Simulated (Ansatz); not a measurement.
**Pressure series in MgO**

Consider MgO in the rock salt structure (space group Fm-3m, No. 225).

```xyz
2
Lattice="0.0000 2.1269 2.1269 2.1269 0.0000 2.1269 2.1269 2.1269 0.0000" Properties=species:S:1:pos:R:3 pbc="T T T"
O      0.0000     0.0000     0.0000
Mg     2.1269     2.1269     2.1269
```

Cell and atoms are relaxed at each pressure.

Levels (all Ansatz, an electronic-structure program, PAW): PBE (420 eV, scalar-relativistic without spin-orbit coupling); r2SCAN (500 eV, scalar-relativistic without spin-orbit coupling); HSE06 (420 eV, without spin-orbit coupling); PBE+SOC (420 eV, noncollinear with spin-orbit coupling).

Band gaps by level, all at the geometries relaxed with PBE:

```tsv
case	PBE	r2SCAN	HSE06	PBE+SOC
base	4.46 eV	5.34 eV	6.17 eV	4.45 eV
pressure −2 GPa	4.33 eV	5.20 eV	6.03 eV	4.32 eV
pressure 3 GPa	4.64 eV	5.53 eV	6.37 eV	4.63 eV
pressure 7 GPa	4.87 eV	5.77 eV	6.63 eV	4.86 eV
pressure 15 GPa	5.30 eV	6.20 eV	7.09 eV	5.28 eV
pressure 30 GPa	5.98 eV	6.92 eV	7.84 eV	5.97 eV
pressure 75 GPa	7.60 eV	8.61 eV	9.59 eV	7.58 eV
pressure 100 GPa	8.33 eV	9.37 eV	10.37 eV	8.32 eV
```

Single points use the geometry relaxed with PBE. Differences between runs with and without spin-orbit coupling are approximate. Load acts through the strain it causes; cell and atoms are relaxed under it. No phonon test of stability was made. No other phases were tried under pressure.
